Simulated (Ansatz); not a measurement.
Input:

```
CELL_PARAMETERS angstrom
      3.29921     0.00000     0.00000
      0.00000     4.57717     0.00000
      0.00000     0.00000     5.30636
ATOMIC_POSITIONS crystal
  In 0.00000 0.73122 0.99969
  In 0.50000 0.26878 0.49969
  H  0.00000 0.79261 0.48280
  H  0.50000 0.20739 0.98280
  O  0.00000 0.52608 0.63463
  O  0.50000 0.47392 0.13463
  O  0.00000 0.98030 0.36488
  O  0.50000 0.01970 0.86488
```

No spin polarisation.

Computed with Kohn–Sham DFT with the PBEsol functional, run in Ansatz (a first-principles code) with PAW and 420 eV plane waves, no spin-orbit coupling. Settings: 10×7×6 k-points, 0.05 eV Fermi–Dirac smearing.

### Question
What is the computed gap character?

### Answer
Direct at Γ.

### Question
Estimate the width of the top valence band.

### Answer
0.40 eV.

### Question
What is the computed electron mass?

### Answer
0.23 mₑ (at Γ).

Load acts through the strain it causes; cell and atoms are relaxed under it. Masses are band curvatures over ±0.01 Å⁻¹ around the edge. Whether these cells are dynamically stable was not tested. The cell was made from InHO$_{2}$ (space group Pmn2_1, No. 31) by this change: pressure −1 GPa.
